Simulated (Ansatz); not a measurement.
BeSe, pressure series

The reference is BeSe in the zinc blende structure (space group F-43m, No. 216; a = 5.129 Å).

Cell and atoms are relaxed at each pressure.

Method: Ansatz (a quantum-chemistry and plane-wave program) PBEsol, no spin-orbit coupling.

Notes on the quantities. enthalpy: H = E + PV relative to the base's energy.

```
case               band gap       enthalpy  width of the top valence band
-----------------  --------  -------------  -----------------------------
base                2.47 eV              –                        3.37 eV
pressure −2 GPa     2.52 eV  -0.21 eV/atom                        3.25 eV
pressure −1 GPa     2.49 eV  -0.11 eV/atom                        3.31 eV
pressure 0.9 GPa    2.44 eV  +0.09 eV/atom                        3.43 eV
pressure 2.1 GPa    2.41 eV  +0.22 eV/atom                        3.50 eV
pressure 4.5 GPa    2.35 eV  +0.46 eV/atom                        3.63 eV
pressure 9 GPa      2.24 eV  +0.90 eV/atom                        3.86 eV
pressure 15 GPa     2.11 eV  +1.46 eV/atom                        4.13 eV
pressure 22.5 GPa   1.96 eV  +2.13 eV/atom                        4.44 eV
pressure 30 GPa     1.82 eV  +2.76 eV/atom                        4.72 eV
```

Load acts through the strain it causes; cell and atoms are relaxed under it. Whether these cells are dynamically stable was not tested. No other phases were tried under pressure.
